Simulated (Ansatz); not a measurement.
Results of r²SCAN+rVV10 (PAW; Ansatz, a first-principles code) for SiC (model structure, started from the GeS type, Pnma, No. 62, 8 atoms in the cell).

Numerical settings: plane-wave cutoff 560 eV, 8×18×16 k mesh (along the axes of the cell as run), Fermi–Dirac smearing 0.05 eV, scalar-relativistic PAW data made under PBE.

Computed at the level's own relaxed cell.

```yaml
crystal:
  lattice:
    - [5.74497, 0.00000, 0.00000]
    - [0.00000, 3.12340, 0.00000]
    - [0.00000, 0.00000, 5.19496]
  atoms:
    - { symbol: Si, position: [0.15980, 0.25000, 0.40347] }
    - { symbol: Si, position: [0.34020, 0.75000, 0.90347] }
    - { symbol: Si, position: [0.84020, 0.75000, 0.59653] }
    - { symbol: Si, position: [0.65980, 0.25000, 0.09653] }
    - { symbol: C, position: [0.82131, 0.25000, 0.39895] }
    - { symbol: C, position: [0.67869, 0.75000, 0.89895] }
    - { symbol: C, position: [0.17869, 0.75000, 0.60105] }
    - { symbol: C, position: [0.32131, 0.25000, 0.10105] }
```

**Question.** List the 22 lowest band energies at Γ above −25 eV (eV, relative to the valence band maximum), grouping those that round alike.

**Answer.** At Γ: -16.15, -13.96, -12.79, -10.98, -7.56, -7.36, -5.65, -5.42, -4.20, -3.81, -2.30, -1.42, -0.97, -0.41, -0.18, -0.01, 3.56, 5.01, 5.51, 5.63, 6.23, 7.42.

Note: the relaxation could raise the start's symmetry but not lower it, so the cell can be a saddle point.

A model structure was made by putting elements into a prototype or built by hand; it is no filed structure, need not be a known phase, and can be a saddle point held by its symmetry.
